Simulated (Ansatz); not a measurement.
Cost and result by functional for the adsorption energy of Br on the 1x1 (0001) surface of hcp Ti, one in a 2x2 cell, started at the site 'hollow Ti-Ti-Ti over Ti at depth 2.2 Å', in Ansatz (plane waves, PAW). Single points on the PBE structure, on one kind of machine; costs are rough ratios of the slab run's core time (references not counted) to the cheapest single point. r2SCAN's cost holds its higher cutoff (500 against 420 eV). Differences are taken against r2SCAN for comparison alone: no measured value is at hand, so the table doesn't rank accuracy.

Set-up: 17 atoms, 6.8 Å thick at the start under the adsorbate (thin: gaps and levels are the slab's own); mesh 6x6x1; 0.1 eV smearing; dipole correction on; 8 atoms held, the rest relaxed; held to the start's symmetry, so lower structures may exist; no spin, no spin-orbit, no U, no dispersion correction. At the end it is bonded to 3 Ti. In PBE this state lies 0.08 eV over the lowest of the starts that converged ('bridge Ti-Ti (span 2.9 Å)'). These notes are the PBE run's. Adsorption energies are against ½ Br2(g). A negative adsorption energy means that the adsorbate is more stable on the surface than in its reference.

```
functional                     relative cost  adsorption energy (eV)  less r2SCAN (eV)
-----------------------------  -------------  ----------------------  ----------------
RPBE                                       1                   -2.91              0.56
r2SCAN                                     3                   -3.47              0.00
PBE (the relaxed run's value)              –                   -3.12              0.36
```

The values span 0.56 eV, while the single points' costs differ by a factor of roughly 3. Differences are of unrounded values.

Ansatz is a quantum-chemistry and plane-wave program.
